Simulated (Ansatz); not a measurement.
AlPO4 (I-4, No. 82; cell taken from a computed entry), treated with LDA (Ansatz, an electronic-structure program, PAW).

Settings: plane-wave cutoff 520 eV, 10×10×10 k mesh, Fermi–Dirac smearing 0.01 eV, scalar-relativistic PAW data made under PBE.

Computed at the level's own relaxed cell.

Question: What does this level give for the band gap, lattice constant a, lattice parameter c and bulk modulus B0?

Answer: 
- band gap = 5.71 eV (on the SCF k mesh)
- lattice constant a = 4.974 Å
- lattice parameter c = 7.346 Å
- bulk modulus B0 = 17.1 GPa

Note: the relaxation could not lower the start's symmetry, so the cell can be a saddle point above a distorted one; the bulk modulus is −V dP/dV from two relaxed cells at ±2 % in volume.

Computed values are for the static lattice.

The result took about 3 core-minutes (a rough figure).
